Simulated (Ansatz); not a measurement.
An Ansatz (a quantum-chemistry and plane-wave program) input (r2SCAN (Ansatz; PAW; 500 eV plane waves; no spin-orbit coupling)):

Ansatz 0.2 input:
```yaml
crystal:
  lattice:
    - [5.3641327399, 0, 0]
    - [0, 5.4349553627, 0]
    - [-0.9137423294, 0, 5.0954259728]
  atoms:
    - { symbol: Hf, position: [0.2762146233, 0.0418468069, 0.2082225507] }
    - { symbol: Hf, position: [0.7237853767, 0.5418468069, 0.2917774493] }
    - { symbol: Hf, position: [0.7237853767, 0.9581531931, 0.7917774493] }
    - { symbol: Hf, position: [0.2762146233, 0.4581531931, 0.7082225507] }
    - { symbol: O, position: [0.0700552388, 0.3337747194, 0.3440150416] }
    - { symbol: O, position: [0.9299447612, 0.8337747194, 0.1559849584] }
    - { symbol: O, position: [0.9299447612, 0.6662252806, 0.6559849584] }
    - { symbol: O, position: [0.0700552388, 0.1662252806, 0.8440150416] }
    - { symbol: O, position: [0.447960393, 0.7576656922, 0.4785131106] }
    - { symbol: O, position: [0.552039607, 0.2576656922, 0.0214868894] }
    - { symbol: O, position: [0.552039607, 0.2423343078, 0.5214868894] }
    - { symbol: O, position: [0.447960393, 0.7423343078, 0.9785131106] }
basis: { ecutwfc: 500, ecutrho_ratio: 4, xc_grid: 4, fft_grid_basis: typed }
kpoints: { mp_grid: { grid: [5, 5, 5] } }
hamiltonian:
  xc: r2scan
  dispersion: none
  pseudopotentials: { kind: paw }
scf: { occupations: { method: fermi_dirac, width: 0.05 } }
relax: { f_tol: 0.005, max_steps: 50, cell: { stress_tol: 0.01, fix: [a, b, gamma] } }
output: { forces: true, stress: true }
checkpoint: { write: state.ck, write_every: 1000 }
```

Problem. Which symmetry and how many k-points will the program report, and about how many plane waves at Γ?

Solution. Space group P21/c (ITA 14) with 4 operations, k-points 39 of 125, and 3769 plane waves at Γ.

Problem. And the final pressure?

Solution. -11.94 GPa (compression positive).

The cells carry an imposed strain or load. No phonon test of stability was made. The cell was made from HfO2 (space group P2_1/c, No. 14) by this change: biaxial strain +4.89 %, plane normal [001], relaxed out of plane.
